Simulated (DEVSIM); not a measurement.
Structure: Schottky contact on n-type β-Ga2O3, at 400 K.

Layer 1 from the left is β-Ga2O3, thickness (μm) 0.380, Nd (cm⁻³) 1.3e15, τn (s) 7.3e-9, τp (s) 7.3e-9.

Left contact: Schottky, work function 5.48 eV, emission velocity 2e6 cm/s. Right contact: ohmic. Voltage is applied to the left contact. Recombination: SRH at mid-gap, Auger. Mobility is μmin + (μ − μmin)/(1 + (N/Nref)^α).

This is a model device: material constants are rounded textbook-type values typed into the input, and sizes, dopings and lifetimes were drawn at random. Values at 300 K; Nc and Nv go as T^1.5, mobilities as T to minus their exponent, the gap by Varshni's rule with the affinity fixed.

β-Ga2O3: gap (eV) 4.8, affinity (eV) 4, permittivity 10, Nc (cm⁻³) 3.7e18, Nv (cm⁻³) 5e20, μn (cm²/Vs) 160, μp (cm²/Vs) 1, μn,min 20, μp,min 0.1, Nref,n 1e18, Nref,p 1e18, αn 0.8, αp 0.8, T exponent of μn 1.8, T exponent of μp 1.5, Cn (cm⁶/s) 1e-31, Cp (cm⁶/s) 1e-31, Varshni α (eV/K) 0.0004, Varshni β (K) 600.

DEVSIM, 1D drift-diffusion, Boltzmann statistics, complete ionisation; no tunnelling, impact ionisation, image-force lowering or self-heating. Metal contacts follow the ideal Schottky-Mott rule: no Fermi-level pinning, no interface dipoles.

Dark forward current:

```tsv
|V| (V)	|J| (A/cm²)
0.05	8.317e-13
0.10	4.313e-12
0.15	1.891e-11
0.20	8.004e-11
0.25	3.359e-10
0.30	1.405e-9
0.35	5.865e-9
0.40	2.443e-8
0.45	1.016e-7
0.50	4.213e-7
0.55	1.742e-6
0.60	7.183e-6
0.65	2.950e-5
0.70	0.0001205
0.75	0.0004897
0.80	0.001974
0.85	0.007880
0.90	0.03100
0.95	0.1192
1.00	0.4415
1.05	1.526
1.10	4.666
1.15	11.88
1.20	24.56
1.25	42.26
1.30	63.50
```

Q: Work out the local ideality factor n = ΔV / (kT/q · ln(J2/J1)) between the rows 0.15 and 0.20 V, 1.25 and 1.30 V.

A: kT/q = 34.47 mV. From 0.15 to 0.20 V: ln(8.004e-11/1.891e-11) = 1.443, n = 1.01, near the 1 of diffusion or emission over a barrier. From 1.25 to 1.30 V: ln(63.50/42.26) = 0.407, n = 3.56; the layers' resistance at their doping, Σ W/(qμN) = 0.0019 Ω cm², would take 41 mV of this step of 50 mV.

Q: Estimate the current at 0.50 V for emission alone, J0 = q v N_band exp(−φB/kT), and read the barrier back from the simulated current.

A: φB = 1.480 eV, N_band = 5.70e18 cm⁻³, J0 = 4.12e-13 A/cm²; J = J0 (exp(qV/kT) − 1) = 8.21e-7 A/cm². The simulation gives 4.21e-7 A/cm²; the estimate lies 95 % above. Read backwards, the simulated current gives an apparent barrier of 1.503 eV. The estimate leaves out transport through the depletion region and minority injection.
